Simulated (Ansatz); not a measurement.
The reference is VO₂ in the rutile structure (space group P4_2/mnm, No. 136; a = 4.536 Å, c = 2.802 Å; ferromagnetic). Axes: x, y, z lie along a, b, c of the conventional cell.

Method: PBEsol (Ansatz, an electronic-structure program), no spin-orbit coupling.

Before the change:

Volume per atom: 9.61 Å³

Now apply this change: biaxial strain +0.57 %, plane normal [001], relaxed out of plane (Cartesian); in-plane vectors clamped, the third vector and the atoms free.

What does the calculation give for the volume per atom after the change?

The volume per atom grows by 0.07 Å³, from 9.61 Å³ to 9.68 Å³.

Other magnetic orders, which the real material may have, were not ruled out. Stability against distortions was not tested. No Hubbard U is applied, and correlation can decide whether such a compound is a metal. The base started in P2_1/c and relaxed to P4_2/mnm at this level.
